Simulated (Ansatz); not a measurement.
LiF (model structure, F-43m, No. 216, 2 atoms in the cell), treated with r²SCAN+rVV10 (Ansatz, a program for electronic structure, plane waves, PAW).

The run printed, among other lines:

```
WARN output.stress: scf.convergence.dr2_threshold = 1e-7 eV (the SCF's general default) is looser than the 2e-10 eV advised for a printed stress (1e-10 eV for …
Relaxation: its limit of steps is 80 (relax.max_steps)
Crystal: 2 atoms, lattice volume = 19.888 Å³
Basis set: ecut = 560 eV, 609 PW (Γ), exchange–correlation on 72×72×72 points (27 copies of the dense FFT grid, shifted against one another)
Bands: 9, of which v1, the nominal top of the filled ones, is band 5 counted from 1 (4 counted from 0)
Symmetry: 24 space group operations
Space group: F-43m (ITA 216), of the structure as read, at distance tolerance 2.7e-5 Å
k-points: 104 of 2744 (time reversal used)
Initial density: superposition of atomic densities (chi_scale 0.1, normalization cell, long waves kept (reshape's long-wave potential 0.00 eV rms))
Functional: x = r2scan, c = r2scan + rvv10(b = 11.95, C = 0.0093); τ floored in thin density (d = 2e-4 eV/Å³)
SCF iter   1: F=—  HF=-1017.480664 eV  |F-HF|=—  |Δ(HF+E_count)|=         —  Δρ=5.87e-2  dr2=4.55e-1  dr2_τ=3.25e-2
SCF iter   2: F=—  HF=-1017.728895 eV  |F-HF|=—  |Δ(HF+E_count)|=   2.48e-1  Δρ=2.82e-2  dr2=1.00e-1  dr2_τ=3.96e-3
  ...
SCF 1 converged in 7 iterations: F = -1017.800526 eV  dr2 = 3.83e-8
Crystal: 2 atoms, lattice volume = 19.888 Å³
Initial density: handed on by an earlier stage of this run
SCF iter   1: F=—  HF=-1017.800526 eV  |F-HF|=—  |Δ(HF+E_count)|=         —  Δρ=1.88e-5  dr2=3.83e-8  dr2_τ=3.17e-9
SCF iter   2: F=-1017.800526 eV  HF=-1017.800526 eV  |F-HF|=3.26e-9  |Δ(HF+E_count)|=   9.43e-9  Δρ=5.86e-6  dr2=4.10e-9  dr2_τ=7.59e-10
SCF 2 converged in 2 iterations: F = -1017.800526 eV  dr2 = 4.10e-9
SCF converged after 2 iterations
Free energy (F): -1017.800526 eV
Internal energy: -1017.800526 eV  (E = F + TS)
E sigma→0 (E₀):  -1017.800526 eV
Fermi energy:    2.695552 eV
--- Stress (GPa, compression-positive) ---
       -1.147406       0.000000      -0.000000
        0.000000      -1.147406       0.000000
       -0.000000       0.000000      -1.147406
  P = ⅓ Tr σ = -1.1474 GPa (-11.474 kbar)
```

Task: Write an input file that could have produced this run (the log leaves some choices open).

Result: This is not unique; one that fits is 
Ansatz 0.2 input:
```yaml
crystal:
  lattice:
    - [0.0, 2.1503927298, 2.1503927298]
    - [2.1503927298, 0.0, 2.1503927298]
    - [2.1503927298, 2.1503927298, 0.0]
  atoms:
    - { symbol: Li, position: [0.0, 0.0, 0.0] }
    - { symbol: F, position: [0.25, 0.25, 0.25] }
basis:
  ecutwfc: 560
  ecutrho_ratio: 4
  xc_grid: 3
kpoints:
  mp_grid: { grid: [14, 14, 14] }
hamiltonian:
  xc: r2scan
  dispersion: rvv10
  pseudopotentials: { azcp: { folder: ./paw }, kind: paw }
scf:
  occupations: { method: fermi_dirac, width: 0.01 }
output:
  forces: true
  stress: true
  eigenvalues: true
relax:
  f_tol: 0.004
  escape_saddle: false
  max_steps: 80
```

The cell is one volume of an energy–volume scan, off the minimum.

The PAW data were made under PBE.

Note: the relaxation could raise the start's symmetry but not lower it, so the cell can be a saddle point.

Computing time: around 8 core-seconds (rough).

A model structure was made by putting elements into a prototype or built by hand; it is no filed structure, need not be a known phase, and can be a saddle point held by its symmetry.
